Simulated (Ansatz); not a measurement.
Ansatz (an electronic-structure program) run on Ag (Fm-3m, 1 atom in the cell): self-consistent single point.

Method: PBE, PAW files (plane waves; Ansatz).

```xyz
1
Lattice="0.0000 2.0054 2.0054 2.0054 0.0000 2.0054 2.0054 2.0054 0.0000" Properties=species:S:1:pos:R:3 pbc="T T T"
Ag     0.0000     0.0000     0.0000
```

Reference input (self-consistent single point, DFT, PBE, plane waves, PAW files): kpoints.mp_grid.grid = 19 19 19; hamiltonian.xc = pbe; hamiltonian.pseudopotentials = {kind: paw} (an earlier, softer set of the program's PAW files); scf.occupations.method = cold; scf.occupations.width = 0.0073 Ry. This run's input differs from it in these lines:

Ansatz 0.2 input:
```diff
@@ -13,3 +13,3 @@
 scf:
-  occupations: { method: cold, width: 0.0073 Ry }
+  occupations: { method: fermi_dirac, width: 0.0147 Ry }
 output:
```

Log, with long lists cut:

```
SCF iter   1: F=—  HF=-7590.829488 eV  |F-HF|=—  |Δ(HF+E_count)|=         —  Δρ=7.42e-2  dr2=9.27e-1  ethr=3.10e-3  ⟨swp⟩=4.8  Hψ=15005  notcnv=0
all-band conjugate gradients solve this SCF's bands
preconditioner: auto → none
SCF iter   2: F=—  HF=-7590.604507 eV  |F-HF|=—  |Δ(HF+E_count)|=   2.25e-1  Δρ=2.74e-2  dr2=1.26e-1  ethr=3.10e-3  ⟨swp⟩=2.6  Hψ=6302  notcnv=0  defer=1
   [... lines left out ...]
SCF iter   4: F=—  HF=-7590.571457 eV  |F-HF|=—  |Δ(HF+E_count)|=   9.19e-4  Δρ=1.45e-3  dr2=2.58e-4  ethr=2.01e-5  ⟨swp⟩=2.6  Hψ=5943  notcnv=0  defer=1
SCF iter   5: F=—  HF=-7590.571455 eV  |F-HF|=—  |Δ(HF+E_count)|=   2.85e-6  Δρ=3.84e-5  dr2=9.13e-8  ethr=1.36e-6  ⟨swp⟩=2.9  Hψ=5336  notcnv=0  defer=1
SCF iter   6: F=—  HF=-7590.571455 eV  |F-HF|=—  |Δ(HF+E_count)|=   4.62e-8  Δρ=4.73e-6  dr2=3.22e-9  ethr=4.81e-10  ⟨swp⟩=2.3  Hψ=11399  notcnv=0
SCF iter   7: F=-7590.571455 eV  HF=-7590.571455 eV  |F-HF|=1.82e-12  |Δ(HF+E_count)|=  4.15e-10  Δρ=2.17e-7  dr2=5.00e-12  ethr=1.69e-11  ⟨swp⟩=1.4  Hψ=8520  notcnv=0
SCF 1 converged in 7 iterations: F = -7590.571455 eV  dr2 = 5.00e-12
Free energy (F): -7590.571455 eV
Internal energy: -7590.536567 eV  (E = F + TS)
E sigma→0 (E₀):  -7590.554011 eV
Entropy (-TS):   -0.034888 eV (-34.888 meV/atom)
Fermi energy:    18.603636 eV
--- Forces (eV/Å), atoms counted from 1 ---
  atom   1  Ag    -0.00000000     0.00000000    -0.00000000
--- Stress (GPa, compression-positive) ---
       12.460343       0.000000      -0.000000
        0.000000      12.460343       0.000000
        0.000000      -0.000000      12.460343
  P = ⅓ Tr σ = 12.4603 GPa (124.603 kbar)
  The stress holds the Pulay correction. Without it, at fixed plane waves, as pw.x and ABINIT print it: P = 12.3594 GPa
```

The run converged in 7 iterations. Against the reference run the free energy falls by 20.0 meV/atom and the pressure goes from 12.25 to 12.46 GPa.

The starting cell comes from a database of computed structures (which also holds hypothetical and non-ambient phases and stackings), without a prior relaxation at this level. Its lattice was rescaled by a random factor within 2.5 % of one. With a pressure of about 12 GPa the cell is away from its equilibrium volume at this level. Ansatz's pressure includes its estimate of the finite-basis (Pulay) stress.
